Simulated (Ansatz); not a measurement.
C (model structure, P6/m, No. 175, 24 atoms in the cell), treated with r²SCAN in Ansatz (PAW).

Run with plane-wave cutoff 560 eV, 6×6×14 k mesh (along the axes of the cell as run), Fermi–Dirac smearing 0.01 eV, scalar-relativistic PAW data made under PBE.

Cell (relaxed at this level):

```cif
data_C24
_chemical_formula_sum 'C24'
_space_group_name_H-M_alt 'P 1'
_space_group_IT_number 1
_cell_length_a 11.51714
_cell_length_b 11.51714
_cell_length_c 2.45518
_cell_angle_alpha 90.000
_cell_angle_beta 90.000
_cell_angle_gamma 120.000
loop_
_space_group_symop_operation_xyz
  'x, y, z'
loop_
_atom_site_label
_atom_site_type_symbol
_atom_site_fract_x
_atom_site_fract_y
_atom_site_fract_z
_atom_site_occupancy
C1 C 0.34814 0.98629 0.00000 1
C2 C 0.40159 0.12734 0.00000 1
C3 C 0.41027 0.19324 0.50000 1
C4 C 0.39004 0.30523 0.50000 1
C5 C 0.36184 0.34814 0.00000 1
C6 C 0.27425 0.40159 0.00000 1
C7 C 0.21703 0.41027 0.50000 1
C8 C 0.08481 0.39004 0.50000 1
C9 C 0.01371 0.36184 0.00000 1
C10 C 0.87266 0.27425 0.00000 1
C11 C 0.80676 0.21703 0.50000 1
C12 C 0.69477 0.08481 0.50000 1
C13 C 0.65186 0.01371 0.00000 1
C14 C 0.59841 0.87266 0.00000 1
C15 C 0.58973 0.80676 0.50000 1
C16 C 0.60996 0.69477 0.50000 1
C17 C 0.63816 0.65186 0.00000 1
C18 C 0.72575 0.59841 0.00000 1
C19 C 0.78297 0.58973 0.50000 1
C20 C 0.91519 0.60996 0.50000 1
C21 C 0.98629 0.63816 0.00000 1
C22 C 0.12734 0.72575 0.00000 1
C23 C 0.19324 0.78297 0.50000 1
C24 C 0.30523 0.91519 0.50000 1
```

**Question.** What does this level give for the band gap, smallest direct gap on the k points sampled and direct gap at Γ?

**Answer.** 
- band gap = 0.41 eV (indirect)
- smallest direct gap on the k points sampled = 0.44 eV
- direct gap at Γ = 4.09 eV

Note: the relaxation could raise the start's symmetry but not lower it, so the cell can be a saddle point.

Computed values are for the static lattice.

A model structure was made by putting elements into a prototype or built by hand; it is no filed structure, need not be a known phase, and can be a saddle point held by its symmetry.

Ansatz is a program for electronic structure.
